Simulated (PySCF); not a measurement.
PySCF 2.14.0, TPSSH/def2-svp, df: Re(CO)5(Cl), 12 atoms. The geometry is a generated start, not checked to be a minimum at this level.

```yaml
task: energy
method: tpssh
basis: def2-svp
two_electron_scheme: density fitting
mol.max_memory: 3000 MB
mf.max_cycle: 100
mf.init_guess: minao (default)
mf.conv_tol: 1e-09 (default)
mf.grids.level: 3 (default)
effective_core_potentials: those of the basis set, past Kr
basis_functions: 190
grid_points: 184192
```

```xyz
12

Re    -0.0287     0.0707     0.0101
O      2.8449     0.8559    -0.8739
C      1.7757     0.6791    -0.5491
O      1.0952    -0.4071     2.8633
C      0.6450    -0.1205     1.8664
O     -0.6115    -0.6625    -2.9484
C     -0.4662    -0.2699    -1.8989
O     -2.4313    -1.7429     0.7780
C     -1.6298    -0.9887     0.5188
O     -1.3012     2.8931     0.3036
C     -0.8335     1.8579     0.1981
Cl     0.9415    -2.1649    -0.2682
```

Charge 0 and multiplicity 1 are set for this test and not shown to be the ground state.

With the defaults (mf.DIIS = CDIIS, mf.diis = true, mf.diis_space = 8, mf.damp = 0, mf.diis_start_cycle = 1, mf.level_shift = 0) it converges in 14 Fock builds. One run each on 2 threads, 1 BLAS thread, with these changes:
- mf.diis_space = 12
- mf.DIIS = EDIIS
- mf.diis_space = 5
- mf.diis_space = 3
- mf.level_shift = 0.3 Hartree
- mf.diis_space = 20
- mf.diis = false, mf.damp = 0.7, mf.diis_start_cycle = 999
- mf.damp = 0.7, mf.diis_start_cycle = 8
- mf.diis = false

Q: Which of these changes keep the SCF from converging, or lead it to another solution?

A: No convergence: mf.DIIS = EDIIS; mf.diis = false (the run ends without SCF convergence in 100 cycles). The rest reach the solution of the defaults.

```tsv
setting	Fock builds	end
the defaults	14	same solution
mf.diis_space = 20	14	same solution
mf.diis_space = 12	14	same solution
mf.damp = 0.7, mf.diis_start_cycle = 8	16	same solution
mf.level_shift = 0.3 Hartree	18	same solution
mf.diis_space = 5	19	same solution
mf.diis = false, mf.damp = 0.7, mf.diis_start_cycle = 999	27	same solution
mf.diis_space = 3	76	same solution
mf.DIIS = EDIIS	101	no convergence
mf.diis = false	101	no convergence
```
